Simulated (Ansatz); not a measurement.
A computed series for Ge: response to strain

Take Ge in the diamond structure (space group Fd-3m, No. 227; a = 5.674 Å) as the base. Axes: x, y, z lie along the cube axes.

Strains are applied to the cell and any free atomic positions relax; under biaxial strain the out-of-plane vector relaxes too.

The values are results of DFT with r2SCAN, PAW potentials and a 500 eV plane-wave cutoff in Ansatz (an electronic-structure program), no spin-orbit coupling, not measurements.

Computed cases, in order: biaxial strain −3.00 %, plane normal [001], relaxed out of plane; biaxial strain −2.50 %, plane normal [001], relaxed out of plane; biaxial strain −2.00 %, plane normal [001], relaxed out of plane; biaxial strain −1.50 %, plane normal [001], relaxed out of plane; biaxial strain −1.00 %, plane normal [001], relaxed out of plane; biaxial strain −0.50 %, plane normal [001], relaxed out of plane; the unstrained base.

Q: Between which two neighbouring cases does the gap turn between direct and indirect?

A: Between biaxial strain −1.00 %, plane normal [001], relaxed out of plane (0.43 eV, indirect, Γ → N) and biaxial strain −0.50 %, plane normal [001], relaxed out of plane (0.40 eV, direct at Γ). The whole series: biaxial strain −3.00 %, plane normal [001], relaxed out of plane: 0.36 eV, indirect, Γ → N; biaxial strain −2.50 %, plane normal [001], relaxed out of plane: 0.38 eV, indirect, Γ → N; biaxial strain −2.00 %, plane normal [001], relaxed out of plane: 0.40 eV, indirect, Γ → N; biaxial strain −1.50 %, plane normal [001], relaxed out of plane: 0.42 eV, indirect, Γ → N; biaxial strain −1.00 %, plane normal [001], relaxed out of plane: 0.43 eV, indirect, Γ → N; biaxial strain −0.50 %, plane normal [001], relaxed out of plane: 0.40 eV, direct at Γ; the unstrained base: 0.36 eV, direct at Γ.

No phonon test of stability was made. The real Ge has an indirect gap at ambient pressure; r2SCAN orders its close-lying valleys differently. k-point labels follow each cell's own Brillouin zone.
